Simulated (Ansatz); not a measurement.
For ScSiO (model structure, started from the ZrSiS type, P4/nmm, No. 129, 6 atoms in the cell), LDA (plane waves, PAW; Ansatz, a first-principles code) gives:

| Quantity | Value |
|---|---|
| equilibrium lattice constant a | 3.200 Å |
| lattice parameter c | 7.392 Å |
| bulk modulus B0 | 144 GPa |
| cohesive energy | 6.80 eV/atom |

What does r²SCAN in Ansatz (plane waves, PAW) give for the same quantities?


- lattice constant a: 3.243 Å (grows by 1.3 %)
- lattice parameter c: 7.526 Å (rises by 1.8 %)
- bulk modulus: 137 GPa (drops by 4.9 %)
- cohesive energy: 5.87 eV/atom (decreases by 0.93 eV/atom)

Changes are worked out from the printed values.

Unless a cell is named, each level is at its own relaxed cell (LDA 12.61, r²SCAN 13.19 Å³/atom).

Caveats: the bulk modulus is −V dP/dV from two relaxed cells at ±2 % in volume (LDA, r²SCAN). Ansatz's density-functional and Hartree–Fock values are scalar-relativistic unless marked +SOC, with PAW data made under PBE.

A model structure was made by putting elements into a prototype or built by hand; it is no filed structure, need not be a known phase, and can be a saddle point held by its symmetry.
